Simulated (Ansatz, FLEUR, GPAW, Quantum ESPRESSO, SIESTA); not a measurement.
# Code comparison for TiO2 (I4_1/amd, 6 atoms in the cell)

Self-consistent single point.

```xyz
6
Lattice="-1.8925 1.8925 4.7550 1.8925 -1.8925 4.7550 1.8925 1.8925 -4.7550" Properties=species:S:1:pos:R:3 pbc="T T T"
Ti     0.0000     1.8925     2.3775
Ti     0.0000     0.0000     0.0000
O      0.0000     1.8925     0.3994
O      0.0000     0.0000     7.5319
O      0.0000     0.0000     1.9781
O      0.0000     1.8925     4.3556
```

Shared settings, as Ansatz (an electronic-structure program) writes them: kpoints.mp_grid.grid = 4 4 4; scf.occupations.method = fermi_dirac; scf.occupations.width = 0.05 eV. Potentials and cutoffs stand in the table.

| code | model | pressure (GPa) | largest force (eV/Å) | gap on the mesh (eV) | cutoff |
|---|---|---|---|---|---|
| GPAW | PBE, GPAW PAW datasets PBE (gpaw-data 1.0.1) | – | 0.172 | 2.176 | 900 eV |
| FLEUR | PBE, all-electron FLAPW (FLEUR), scalar-relativistic valence | – | 0.069 | 2.167 | Kmax 4.7 1/bohr |
| Ansatz | PBE, default PAW files | 4.57 | 0.133 | 2.167 | default |
| SIESTA | GGA PBE, numerical atomic orbitals TZP, PseudoDojo PBE standard norm-conserving potentials (rewritten from UPF to PSML) | 2.79 | 0.117 | 1.967 | grid 400 Ry |
| Quantum ESPRESSO | PBE, PseudoDojo standard norm-conserving (PBE) pseudopotentials | 4.72 | 0.112 | 2.189 | 85 Ry |

A dash marks a value that a program does not give, or that is left out as unsure.

Gaps are read on the mesh.

The spread over the programs that give each value: pressure within 1.93 GPa; largest force within 0.103 eV/Å; gap on the mesh within 0.222 eV.

SIESTA uses small atom-centred bases, whose incompleteness enters pressures, forces and empty levels differently from a plane-wave cutoff. FLEUR treats all electrons, but the usual bases taken here (sphere radii, linearisation, local orbitals, empty states) were not tested for convergence, so the values are no reference for the others. Ansatz's pressure is given at a fixed set of plane waves, as the other plane-wave codes print theirs; with its correction for the finite basis it is 5.25 GPa (the shift of 0.68 GPa shows how far the cutoff is from converged). The pressure of GPAW is left out: its cutoff lies under the one at which its stress was checked. In the pressure, SIESTA (by 1.85) lies more than 1 GPa from the median of the plane-wave programs. In the gap, SIESTA (by 0.208) lies more than 0.12 eV from the median of the plane-wave programs.

On the base mesh (6 6 6) the same programs gave: Ansatz pressure 4.56 GPa, gap on the mesh 2.170 eV; Quantum ESPRESSO pressure 4.72 GPa, gap on the mesh 2.192 eV; GPAW gap on the mesh 2.179 eV; FLEUR gap on the mesh 2.171 eV; SIESTA pressure 2.80 GPa, gap on the mesh 1.971 eV.

The starting cell has typed, rounded lattice constants, without a prior relaxation at this level.

Keys are those of Ansatz 0.2.
